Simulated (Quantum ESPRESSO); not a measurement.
A self-consistent single point of FeNi3 (Pm-3m, 4 atoms in the cell) with Quantum ESPRESSO.

Computed with LDA (PZ), PSlibrary PAW (LDA) pseudopotentials (plane waves; Quantum ESPRESSO 7.5).

```
FeNi3
1.0
    3.51042     0.00000     0.00000
    0.00000     3.51042     0.00000
    0.00000     0.00000     3.51042
Fe Ni
1 3
Direct
  0.00000   0.00000   0.00000
  0.00000   0.50000   0.50000
  0.50000   0.00000   0.50000
  0.50000   0.50000   0.00000
```
Moments meant for the start (each program seeds them in its own way; μB, in the order of the atoms Fe Ni Ni Ni): 4.0 2.0 2.0 2.0.

Reference input (self-consistent single point, DFT, PBE, plane waves, PSlibrary PAW (PBE) pseudopotentials): ecutwfc = 55 Ry; ecutrho = 330 Ry; occupations = smearing; smearing = fd; degauss = 0.0073499 Ry; nspin = 2; potentials = {Fe: Fe.pbe-n-kjpaw_psl.1.0.0.UPF, Ni: Ni.pbe-n-kjpaw_psl.1.0.0.UPF}; K_POINTS = automatic 6 6 6 0 0 0; conv_thr = 1e-09 Ry; mixing_beta = 0.4. This run's input differs from it in these lines:

```diff
@@ -26,4 +26,4 @@
 ATOMIC_SPECIES
-Fe    55.8450  Fe.pbe-n-kjpaw_psl.1.0.0.UPF
-Ni    58.6934  Ni.pbe-n-kjpaw_psl.1.0.0.UPF
+Fe    55.8450  Fe.pz-n-kjpaw_psl.1.0.0.UPF
+Ni    58.6934  Ni.pz-n-kjpaw_psl.1.0.0.UPF
 CELL_PARAMETERS {angstrom}
```

Output (repeated stretches shortened):

```
     Self-consistent Calculation

     iteration #  1     ecut=    55.00 Ry     beta= 0.40

     total energy              =    -678.29089690 Ry
     estimated scf accuracy    <       2.53786470 Ry

     total magnetization       =     4.64 Bohr mag/cell
     absolute magnetization    =     4.67 Bohr mag/cell

     iteration #  2     ecut=    55.00 Ry     beta= 0.40

     total energy              =    -678.89519816 Ry
     estimated scf accuracy    <      23.92079099 Ry

     total magnetization       =     4.35 Bohr mag/cell
     absolute magnetization    =     4.39 Bohr mag/cell

     iteration #  3     ecut=    55.00 Ry     beta= 0.40

   [... lines left out ...]

     iteration # 17     ecut=    55.00 Ry     beta= 0.40

     total energy              =    -679.70148494 Ry
     estimated scf accuracy    <       0.00000002 Ry

     total magnetization       =     4.72 Bohr mag/cell
     absolute magnetization    =     5.03 Bohr mag/cell

     iteration # 18     ecut=    55.00 Ry     beta= 0.40

     Magnetic moment per site  (integrated on atomic sphere of radius R)
     atom   1 (R=0.292)  charge=  6.4450  magn=  2.7544
     atom   2 (R=0.292)  charge=  8.7505  magn=  0.6808
     atom   3 (R=0.292)  charge=  8.7505  magn=  0.6808
     atom   4 (R=0.292)  charge=  8.7505  magn=  0.6808
     End of self-consistent calculation

     the Fermi energy is    13.6066 ev

!    total energy              =    -679.70148494 Ry
     estimated scf accuracy    <          7.5E-10 Ry
     smearing contrib. (-TS)   =      -0.00825444 Ry
     internal energy E=F+TS    =    -679.69323050 Ry

     total magnetization       =     4.72 Bohr mag/cell
     absolute magnetization    =     5.03 Bohr mag/cell

     convergence has been achieved in  18 iterations

     Forces acting on atoms (cartesian axes, Ry/au):

     atom    1 type  1   force =     0.00000000    0.00000000    0.00000000
   [... zero for the other atoms too ...]

     Total force =     0.000000     Total SCF correction =     0.000000

          total   stress  (Ry/bohr**3)                   (kbar)     P=     -113.21
  -0.00076961   0.00000000   0.00000000         -113.21        0.00        0.00
   0.00000000  -0.00076961   0.00000000            0.00     -113.21        0.00
   0.00000000   0.00000000  -0.00076961            0.00        0.00     -113.21

   JOB DONE.
```

The run converged in 18 iterations. Against the reference run the pressure goes from 6.81 to -11.32 GPa and the size of the net moment goes from 1.22 to 1.18 μB/atom.

The starting cell comes from a database of computed structures (which also holds hypothetical and non-ambient phases and stackings), without a prior relaxation at this level. The magnetic order is the one reached from the typed start; others were not searched systematically. With a pressure of about -11 GPa the cell is away from its equilibrium volume at this level.

Cost on one core of a shared machine: roughly 60 s.
